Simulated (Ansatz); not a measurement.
The parent structure is Ba3P2 (space group P-3m1, No. 164; a = 5.4010 Å, c = 6.7262 Å; a hypothetical phase, not in the database extracts checked). Axes: x lies along a and z along c of the hexagonal cell.

All numbers come from Ansatz (a quantum-chemistry and plane-wave program) PBEsol, no spin-orbit coupling.

Before the change:

* **Hole mass**: 0.17 mₑ along c, 0.61 mₑ across (at Γ)

The change: uniaxial strain ε_xx = +5.57 %, all other strain components held at zero; the atoms relax in the strained cell.

Question: What does the calculation give for the hole mass, energy relative to the base, largest internal atomic displacement and stress after the change?

Answer: The hole mass becomes 0.64 mₑ along x, 0.58 mₑ along y, 0.15 mₑ along z (at Γ) (base: 0.17 mₑ along c, 0.61 mₑ across (at Γ)); the energy grows by 18 meV/atom; the largest internal atomic displacement comes out as 0.040 Å; the stress (xx, yy, zz, yz, xz, xy; compression positive) is (-2.93, -1.53, -1.11, -0.38, 0.00, 0.00) GPa.

The levels and masses belong to the bands next to the band gap. Masses are band curvatures over ±0.01 Å⁻¹ around the edge. Stability against distortions was not tested.
